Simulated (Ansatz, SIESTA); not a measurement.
**YCo₅ (P1, 6 atoms in the cell) computed with different codes at matched settings**

Self-consistent single point, at a second geometry (atoms moved at random). First geometry:

```yaml
crystal:
  lattice:
    - [4.92756, 0.00000, 0.00000]
    - [-2.46378, 4.26739, 0.00000]
    - [0.00000, 0.00000, 3.96074]
  atoms:
    - { symbol: Y, position: [0.00000, 0.00000, 0.00000] }
    - { symbol: Co, position: [0.33333, 0.66667, 0.00000], spin: 3.0 }
    - { symbol: Co, position: [0.66667, 0.33333, 0.00000], spin: 3.0 }
    - { symbol: Co, position: [0.50000, 0.00000, 0.50000], spin: 3.0 }
    - { symbol: Co, position: [0.50000, 0.50000, 0.50000], spin: 3.0 }
    - { symbol: Co, position: [0.00000, 0.50000, 0.50000], spin: 3.0 }
```
(The spins are starting values, not results.)

Second geometry:
```xyz
6
Lattice="4.9276 0.0000 0.0000 -2.4638 4.2674 0.0000 0.0000 0.0000 3.9607" Properties=species:S:1:pos:R:3 pbc="T T T"
Y      0.0270     0.0185     0.0097
Co    -0.0383     2.8251     0.0096
Co     2.4426     1.4219    -0.0116
Co     2.4913    -0.0077     2.0130
Co     1.2353     2.0936     1.9384
Co    -1.2303     2.1835     1.9819
```
Moments meant for the start (each program seeds them in its own way; μB, in the order of the atoms Y Co Co Co Co Co): 0.0 3.0 3.0 3.0 3.0 3.0.

Shared settings, as Ansatz (an electronic-structure program) writes them: kpoints.mp_grid.grid = 5 5 6; scf.occupations.method = fermi_dirac; scf.occupations.width = 0.1 eV. Potentials and cutoffs stand in the table.

```csv
code,model,ΔF from the first geometry (meV/atom),pressure (GPa),largest force (eV/Å),size of the net moment (μB/atom),cutoff
SIESTA,"GGA PBEsol, numerical atomic orbitals DZP, PseudoDojo PBEsol standard norm-conserving potentials (rewritten from UPF to PSML)",6.7,-9.54,0.429,1.19,grid 350 Ry
Ansatz,"PBEsol, PAW files made with PBE",6.5,-7.72,0.424,1.19,default
```

Size of the force on each atom (eV/Å): Sizes of forces hide their directions.

```json
[
 {"code": "SIESTA", "Y1": "0.427", "Co2": "0.299", "Co3": "0.269", "Co4": "0.246", "Co5": "0.429", "Co6": "0.337"},
 {"code": "Ansatz", "Y1": "0.424", "Co2": "0.267", "Co3": "0.246", "Co4": "0.225", "Co5": "0.399", "Co6": "0.323"}
]
```

On Ansatz's run: the magnetic order is the one reached from the typed start; others were not searched systematically.

The spread over the programs that give each value: ΔF from the first geometry within 0.2 meV/atom; pressure within 1.82 GPa; largest force within 0.005 eV/Å; size of the net moment within 0.00 μB/atom.

SIESTA uses small atom-centred bases, whose incompleteness enters pressures, forces and empty levels differently from a plane-wave cutoff. Ansatz's pressure is given at a fixed set of plane waves, as the other plane-wave codes print theirs; with its correction for the finite basis it is -7.62 GPa.

The starting cell comes from a database of computed structures (which also holds hypothetical and non-ambient phases and stackings), without a prior relaxation at this level. For this run, on top of that: atoms moved at random.

Keys are those of Ansatz 0.2.
